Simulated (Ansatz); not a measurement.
Amorphous IGZO (In15Ga15Zn15O60), 105 atoms at 5.71 g/cm³, one PBE-relaxed geometry, zone centre. Methods: PBE, scalar-relativistic without spin-orbit coupling (Ansatz, a quantum-chemistry and plane-wave program); r2SCAN, scalar-relativistic without spin-orbit coupling (Ansatz); HSE06, scalar-relativistic without spin-orbit coupling (Ansatz). Plane waves to 420 eV (r2SCAN 500 eV); exact exchange is cut at the cell's faces. At PBE the levels at the filled edge of the gap are localised (band-tail or defect states). All rungs ran without spin polarisation.

Preparation: random packing, a CHGNet melt and quench, and a DFT relaxation. O atoms were pushed apart under 1.9 Å during the dynamics, to hinder bonds among them. The hot cell started wider than the set density and was brought back towards it in steps. It is the lowest in DFT energy of 4 quenches. It is a model cell: composition and starting density were chosen by hand, and all elements were melted together. No dispersion term was used. Its density started from a set value of 5.65 and ended at 5.71 g/cm³. The quench (nominally 170 K/ps over its main leg) was far faster than any real one, so the model tends to hold more defects than a real film. Values belong to this one cell and scatter from quench to quench. Volume and shape were free in the relaxation.

The relaxation ran on the zone centre alone. At PBE the level gap is 0.74 eV on a 2×2×2 Γ-centred mesh, and the spacing at the zone centre alone 0.73 eV.

Problem. What zone-centre spacing does r2SCAN give, roughly?

Solution. 1.15 eV (+0.42 eV against PBE).

Problem. What zone-centre spacing does HSE06 give, roughly?

Solution. 2.24 eV (+1.51 eV against PBE).

The highest filled and the lowest empty state spread over these numbers of atoms (participation numbers): PBE: 16.7 and 94.1; r2SCAN: 14.8 and 92.9; HSE06: 9.1 and 91.5.
